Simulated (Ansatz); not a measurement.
Start from TiC in the rock salt structure (space group Fm-3m, No. 225).

```
CELL_PARAMETERS angstrom
      0.00000     2.16633     2.16633
      2.16633     0.00000     2.16633
      2.16633     2.16633     0.00000
ATOMIC_POSITIONS crystal
  C  0.00000 0.00000 0.00000
  Ti 0.50000 0.50000 0.50000
```

All numbers come from PBE (Ansatz, a first-principles code; PAW; 420 eV plane waves; no SOC), earlier PAW set.

Base values:

```
Quantity               Result
-------------------  --------
Lattice parameter a  433.3 pm
Band gap                 zero
```

Modification: cell and atoms relaxed at a pressure of 22.5 GPa.

**Question.** How does this affect the lattice parameter a and band gap?

**Answer.** The lattice parameter a decreases by 11.0 pm to 422.3 pm; the band gap stays zero.

Load acts through the strain it causes; cell and atoms are relaxed under it. Stability against distortions was not tested. No other phases were tried under pressure. All final runs are without spin polarisation.
